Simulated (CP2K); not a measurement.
A self-consistent single point of CdIn (P1, 2 atoms in the cell) with CP2K.

Method of the run: PBEsol, GPW, DZVP-MOLOPT-SR-GTH basis, GTH-PBE potentials (GTH_POTENTIALS) run with CP2K 2026.2.

The change in words: lattice scaled by 0.98. Reference geometry:
```
CdIn
1.0
    3.14011     0.00000     0.00000
   -1.57005     2.71942     0.00000
    0.00000     0.00000     5.77185
Cd In
1 1
Direct
  0.01603   0.01812   0.49114
  0.65064   0.31521   0.00886
```

Reference input (self-consistent single point, DFT PBEsol, GPW, DZVP-MOLOPT-SR-GTH basis, GTH-PBE potentials (GTH_POTENTIALS)): CUTOFF = 500 Ry; REL_CUTOFF = 40 Ry; SMEAR/METHOD = FERMI_DIRAC; ELECTRONIC_TEMPERATURE = 580.23 K; KPOINTS/SCHEME = MONKHORST-PACK 8 8 4; GAMMA_CENTERED = T; XC_FUNCTIONAL = PBE:PBESOL; Cd/BASIS_SET = DZVP-MOLOPT-SR-GTH; Cd/POTENTIAL = GTH-PBE-q12; In/BASIS_SET = DZVP-MOLOPT-SR-GTH; In/POTENTIAL = GTH-PBE-q13; METHOD = GPW. This run's input differs from it in these lines:

```diff
@@ -67,4 +67,4 @@
     &CELL
-      ABC 3.14011000 3.14010997 5.77185000
-      ALPHA_BETA_GAMMA 90.00000000 90.00000000 120.00000028
+      ABC 3.07730800 3.07730808 5.65641300
+      ALPHA_BETA_GAMMA 90.00000000 90.00000000 119.99999910
       PERIODIC XYZ
```

Log, with long lists cut:

```
 SCF WAVEFUNCTION OPTIMIZATION

  Step     Update method      Time    Convergence         Total energy    Change
     1 NoMix/Diag. 0.20E+00      -     0.86128557      -102.3837466862 -1.02E+02
     2 Broy./Diag. 0.20E+00      -     0.02689501      -102.9985353322 -6.15E-01
     3 Broy./Diag. 0.20E+00      -     0.12495846      -102.5199429112  4.79E-01
     4 Broy./Diag. 0.20E+00      -     0.01091874      -102.1293331508  3.91E-01
     5 Broy./Diag. 0.20E+00      -     0.01421949      -102.1508629518 -2.15E-02
     6 Broy./Diag. 0.20E+00      -     0.00285895      -102.1859524178 -3.51E-02
   [... 4 lines left out ...]
    11 Broy./Diag. 0.20E+00      -     0.00008965      -102.2028917512 -2.24E-04
    12 Broy./Diag. 0.20E+00      -     0.00000519      -102.2029506446 -5.89E-05
    13 Broy./Diag. 0.20E+00      -     0.00001938      -102.2029608228 -1.02E-05
    14 Broy./Diag. 0.20E+00      -     0.00000047      -102.2029660058 -5.18E-06
  *** SCF run converged in    14 steps ***

  Overlap energy of the core charge distribution:               0.00000000000651
  Self energy of the core charge distribution:               -163.80852625579539
  Core Hamiltonian energy:                                     52.02732575643456
  Hartree energy:                                              23.46009091366911
  Exchange-correlation energy:                                -13.88148106302437
  Electronic entropic energy:                                  -0.00037535752026
  Fermi energy:                                                 0.27798097601215

  Total energy:                                              -102.20296600581979
  Total energy (extrapolated to T->0):                       -102.20277832705966

   [... lines left out ...]

 STRESS| Analytical stress tensor [bar]
 STRESS|                        x                   y                   z
 STRESS|      x        2.14262959603E+04  -9.54951107322E+02  -3.34692375889E+02
 STRESS|      y       -9.54951107322E+02   2.68615678468E+04  -5.58220727488E+02
 STRESS|      z       -3.34692375889E+02  -5.58220727488E+02   2.11496795023E+04
 STRESS| 1/3 Trace                                             2.31458477698E+04
```

The run converged in 14 iterations. Against the reference run the free energy rises by 6.8 meV/atom, the pressure goes from -0.66 to 2.31 GPa and the largest force goes from 0.166 to 0.230 eV/Å.

The starting cell comes from a database of computed structures (which also holds hypothetical and non-ambient phases and stackings), without a prior relaxation at this level. Its atoms were displaced at random from the sites of space group no. 187. For this run, on top of that: lattice scaled by 0.98. Values carry the incompleteness of an atom-centred basis. The potentials were made for another functional than the one used.

Cost on one core of a shared machine: roughly 2 min.
